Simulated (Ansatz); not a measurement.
Cs₂AgBiBr₆ (space group Fm-3m, No. 225)

```
Cs2AgBiBr6
1.0
    0.00000     5.73955     5.73955
    5.73955     0.00000     5.73955
    5.73955     5.73955     0.00000
Bi Ag Cs Br
1 1 2 6
Direct
  0.00000   0.00000   0.00000
  0.50000   0.50000   0.50000
  0.25000   0.25000   0.25000
  0.75000   0.75000   0.75000
  0.25134   0.74866   0.25134
  0.25134   0.74866   0.74866
  0.74866   0.25134   0.74866
  0.74866   0.25134   0.25134
  0.25134   0.25134   0.74866
  0.74866   0.74866   0.25134
```

The values are results of PBE (Ansatz, a program for electronic structure), no SOC, not measurements. Γ-centred 5×5×5 mesh, Fermi–Dirac width 0.05 eV.

| Item | Value |
|---|---|
| Volume per atom | 37.81 Å³ |
| Density | 4.66 g/cm³ |
| Band gap | 1.33 eV, indirect, X → L |
| Electron mass | 0.35 mₑ along k, 0.26 mₑ across |
| Hole mass | 0.21 mₑ along k, 0.82 mₑ across |
| Total energy | -4803.917 eV/atom (σ→0; compares only within this code and set-up) |

Spin-orbit coupling, missing from the scalar runs, can matter with Bi. Effective masses come from finite differences of ±0.01 Å⁻¹. Along k means along the line from Γ to the band edge. Whether these cells are dynamically stable was not tested.
